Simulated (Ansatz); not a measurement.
The reference is TiAl (space group P4/mmm, No. 123; a = 2.7963 Å, c = 4.0381 Å; relaxed with 0.1 eV smearing). Axes: x, y, z lie along a, b, c of the conventional cell.

Method: PBEsol, PAW, 420 eV (Ansatz, a first-principles code; spin-orbit coupling left out).

It is then changed as follows: the cell is compressed by 2.50 % along z with no lateral relaxation, atoms relaxed at fixed cell.

### Question
Predict the stress tensor and what it implies for the stiffness.

### Answer
Stress of the strained cell less that of the base (GPa, compression positive):
```
    2.5     0.0     0.0
    0.0     2.5     0.0
    0.0     0.0     4.4
```

Then −Δσ_ii/ε with ε = -0.0250 gives secant stiffness values (nonlinear terms included at this strain): C33 ≈ 178 GPa, C13 ≈ 101 GPa and C23 ≈ 101 GPa.

As a check, the harmonic strain energy −½ V₀ Δσ:ε is 5.5 meV/atom; the computed energy rise is 5.5 meV/atom.

Whether these cells are dynamically stable was not tested. All final runs are without spin polarisation.
